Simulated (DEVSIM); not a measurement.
System: Ti/AlN/p-Ge capacitor, at 300 K.

Layer 1 from the left is AlN, thickness (nm) 13.0. Layer 2 from the left is Ge, thickness (nm) 500, Na (cm⁻³) 1.4e18.

Metal gate on the left, work function 4.33 eV. Fixed charge at the semiconductor interface 1.8e12 cm⁻² (in units of +e); no interface traps.

This is a model device: material constants are rounded textbook-type values typed into the input, and sizes, dopings and lifetimes were drawn at random. Values at 300 K.

AlN: gap (eV) 6.1, affinity (eV) 1.9, permittivity 8.5. Ge: gap (eV) 0.664, affinity (eV) 4, permittivity 16, Nc (cm⁻³) 1.04e19, Nv (cm⁻³) 6e18.

DEVSIM, 1D Poisson equation in equilibrium, Boltzmann statistics, complete ionisation; no quantum confinement or tunnelling. Metal contacts follow the ideal Schottky-Mott rule: no Fermi-level pinning, no interface dipoles.

Problem. What does the simulation give for the threshold voltage (band bending 2φF), the flat-band voltage?

Solution. threshold voltage (band bending 2φF) 0.82 V; flat-band voltage -0.79 V.
